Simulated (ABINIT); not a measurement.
Input and output of a self-consistent single point for Ir (Fm-3m, 1 atom in the cell) (ABINIT).

Computed with PBE, PAW (JTH v2.0 PBE PAW) (plane waves; ABINIT).

```
Ir
1.0
    0.00000     1.95067     1.95067
    1.95067     0.00000     1.95067
    1.95067     1.95067     0.00000
Ir
1
Direct
  0.00000   0.00000   0.00000
```

Reference input (self-consistent single point, DFT, PBE, plane waves, PAW (JTH v2.0 PBE PAW)): pseudos = [Ir.GGA_PBE-JTH.xml]; ecut = 20 Ha; pawecutdg = 40 Ha; pawxcdev = 0; occopt = 7; tsmear = 0.136 eV; ngkpt = 14 14 14; nshiftk = 1; shiftk = 0 0 0; potentials = JTH v2.0 PBE PAW; nband = 13; kptopt = 1. This run's input differs from it in these lines:

```diff
@@ -22,3 +22,3 @@
 kptopt 1
-ngkpt 14 14 14
+ngkpt 8 8 8
 nshiftk 1
```

Log, with long lists cut:

```
--- !BeginCycle
solver: {iscf: 17, nstep: 50, nline: 4, wfoptalg: 10, }
tolerances: {tolvrs: 1.00E-12, }
...

     iter   Etot(hartree)      deltaE(h)  residm     nres2
 ETOT  1  -75.484936608019    -7.548E+01 2.884E+01 3.645E+00
 ETOT  2  -77.078705805460    -1.594E+00 5.859E-02 8.366E+00
 ETOT  3  -77.054022341138     2.468E-02 2.125E-02 2.707E+00
 ETOT  4  -77.045240602060     8.782E-03 4.834E-03 1.544E-01
 ETOT  5  -77.045234035534     6.567E-06 1.683E-01 4.147E-03
   [... 5 lines left out ...]
 ETOT 11  -77.045247594045     1.504E-10 1.809E-05 9.015E-10
 ETOT 12  -77.045247594073    -2.832E-11 8.019E-05 4.744E-10
 ETOT 13  -77.045247594076    -2.373E-12 1.346E-05 6.050E-11
 ETOT 14  -77.045247594076    -6.537E-13 5.594E-05 7.157E-13
 At SCF step   14       nres2   =  7.16E-13 < tolvrs=  1.00E-12 =>converged.

 Cartesian components of stress tensor (hartree/bohr^3)
  sigma(1 1)=  2.30470562E-04  sigma(3 2)=  0.00000000E+00
  sigma(2 2)=  2.30470562E-04  sigma(3 1)=  0.00000000E+00
  sigma(3 3)=  2.30470562E-04  sigma(2 1)=  0.00000000E+00

 ----iterations are completed or convergence reached----

 reduced coordinates (array xred) for    1 atoms
       0.000000000000      0.000000000000      0.000000000000
 cartesian forces (eV/Angstrom) at end:
    1     -0.00000000000000    -0.00000000000000    -0.00000000000000
 frms,max,avg= 0.0000000E+00 0.0000000E+00   0.000E+00  0.000E+00  0.000E+00 e/A
 length scales=  5.213111378040  5.213111378040  5.213111378040 bohr
              =  2.758659727100  2.758659727100  2.758659727100 angstroms
   [... lines left out ...]
 Fermi (or HOMO) energy (hartree) =   0.52421   Average Vxc (hartree)=  -0.47742
   [... lines left out ...]
'-kT*entropy'       : -6.43064137095668E-04
total_energy        : -7.70452472615230E+01
total_energy_eV     : -2.09650779782192E+03
...

-Cartesian components of stress tensor (GPa)         [Pressure= -6.7807E+00 GPa]
- sigma(1 1)=  6.78067688E+00  sigma(3 2)=  0.00000000E+00
- sigma(2 2)=  6.78067688E+00  sigma(3 1)=  0.00000000E+00
- sigma(3 3)=  6.78067688E+00  sigma(2 1)=  0.00000000E+00

 Calculation completed.
```

The run converged in 14 iterations. Against the reference run the free energy goes up by 59.3 meV/atom and the pressure goes from -7.90 to -6.78 GPa.

The starting cell comes from a database of computed structures (which also holds hypothetical and non-ambient phases and stackings), without a prior relaxation at this level. Its lattice was rescaled by a random factor within 2.5 % of one. Spin polarisation is off. With a pressure of about -7 GPa the cell is away from its equilibrium volume at this level.
